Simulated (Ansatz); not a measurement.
# Ga (model structure, started from the lonsdaleite type, P6/mmm, No. 191, 4 atoms in the cell): bulk modulus B0 by level of theory

No measured value is used here.

| level (code) | value (GPa) | cell (Å³/atom) |
|---|---|---|
| LDA (Ansatz) | [?] | 21.37 |
| PBEsol (Ansatz) | 47.4 | 22.25 |
| r²SCAN (Ansatz) | 47.8 | 22.40 |

Question: Some entries are withheld; supply them.

Answer: 
- LDA (Ansatz, an electronic-structure program), value (GPa): 51.6

LDA, PBEsol, r²SCAN: the bulk modulus is −V dP/dV from two relaxed cells at ±2 % in volume. Each level is taken at its own relaxed cell. Cutoffs differ between the levels. Ansatz's density-functional and Hartree–Fock values are scalar-relativistic unless marked +SOC, with PAW data made under PBE.

A model structure was made by putting elements into a prototype or built by hand; it is no filed structure, need not be a known phase, and can be a saddle point held by its symmetry.
